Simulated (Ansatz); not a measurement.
Consider Co in the hcp (Mg type) structure (space group P6_3/mmc, No. 194; a = 2.494 Å, c = 4.032 Å; ferromagnetic).

(Cell as relaxed with PBE.)

Levels (all Ansatz, a program for electronic structure, PAW): PBE (420 eV, no spin-orbit coupling); PBEsol (420 eV, no SOC).

Each level relaxes its own structure.

```csv
quantity,PBE,PBEsol
volume per atom,10.86 Å³,?
lattice parameter a,2.494 Å,?
lattice parameter c,4.032 Å,?
band gap,zero,?
magnetic state,ferromagnetic,?
largest site moment,1.69 μB,?
```

Problem. Predict the PBEsol column.

Solution. 
- volume per atom, PBEsol: 10.38 Å³
- lattice parameter a, PBEsol: 2.457 Å
- lattice parameter c, PBEsol: 3.969 Å
- band gap, PBEsol: zero
- magnetic state, PBEsol: ferromagnetic
- largest site moment, PBEsol: 1.64 μB

PBE's volume per atom lies 0.48 Å³ above PBEsol's (4.6 %); PBE's lattice parameter a lies 0.037 Å above PBEsol's (1.5 %); PBE's lattice parameter c lies 0.063 Å above PBEsol's (1.6 %); PBE's largest site moment lies 0.044 μB above PBEsol's; the two agree on the band gap and magnetic state. Neither level is exact; PBEsol is the comparison here, not a measurement.

The magnetic state is the one reached from the starting moments; the real material's order can differ, and small cells can't hold many antiferromagnetic ones. Whether these cells are dynamically stable was not tested.
